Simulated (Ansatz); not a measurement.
Defect migration in bcc Mo: Ti-vacancy pair (Ti on one host Mo site, one Mo site vacant), neutral cell. Computed with PBE, PAW (plane waves to 420 eV; Ansatz, a program for electronic structure).

Cell of 36 host sites held at the relaxed PBE lattice; a 2×2×3 k-point mesh shifted by half a step; Fermi-Dirac width 0.10 eV, spin-restricted; finite-size errors left in. Static, classical nuclei. Forms of the defect that were not tried may lie lower.

Barriers: single points on a 3×3×5 k-point mesh shifted by half a step at the bands' geometries (they differ from the bands' own by up to 0.15 eV, and are uncertain by about as much).

The step: one Mo atom jumps into the vacancy from a nearby Mo site (Ti-vacancy distance between ideal sites 2.74 → 3.16 Å). Atoms about the jump, Cartesian Å from the middle of the jump, before and after:

| atom | x0 | y0 | z0 | x1 | y1 | z1 |
|---|---|---|---|---|---|---|
| Mo1 | -0.79 | -0.78 | 0.78 | 0.79 | 0.78 | -0.78 |
| Mo2 | 2.35 | -0.78 | 0.76 | 2.34 | -0.80 | 0.78 |
| Mo3 | -0.78 | 2.35 | 0.76 | -0.80 | 2.34 | 0.78 |
| Ti4 | -0.75 | -0.75 | -2.33 | -0.80 | -0.80 | -2.38 |
| Mo5 | -2.38 | 0.80 | -0.79 | -2.38 | 0.79 | -0.78 |
| Mo6 | 0.80 | -2.38 | -0.79 | 0.79 | -2.38 | -0.78 |
| Mo7 | 0.80 | 0.80 | 2.32 | 0.79 | 0.79 | 2.34 |
| Mo8 | -0.79 | 2.35 | -2.37 | -0.80 | 2.34 | -2.38 |
| Mo9 | 2.35 | -0.79 | -2.37 | 2.34 | -0.80 | -2.38 |
| Mo10 | 2.36 | 2.36 | 0.76 | 2.36 | 2.36 | 0.78 |

### Question
Predict the transition state.

### Answer

```json
[
 {"atom": "Mo1", "x": "0.19", "y": "0.19", "z": "-0.23"},
 {"atom": "Mo2", "x": "2.43", "y": "-0.83", "z": "0.81"},
 {"atom": "Mo3", "x": "-0.83", "y": "2.42", "z": "0.81"},
 {"atom": "Ti4", "x": "-0.82", "y": "-0.82", "z": "-2.48"},
 {"atom": "Mo5", "x": "-2.41", "y": "0.81", "z": "-0.82"},
 {"atom": "Mo6", "x": "0.81", "y": "-2.41", "z": "-0.82"},
 {"atom": "Mo7", "x": "0.81", "y": "0.81", "z": "2.39"},
 {"atom": "Mo8", "x": "-0.81", "y": "2.34", "z": "-2.36"},
 {"atom": "Mo9", "x": "2.34", "y": "-0.81", "z": "-2.36"},
 {"atom": "Mo10", "x": "2.34", "y": "2.34", "z": "0.79"}
]
```
It lies 1.44 eV above the start and 1.08 eV above the end. The saddle point's order was not checked, and it lies on a symmetry element of the cell, where a band can be held.
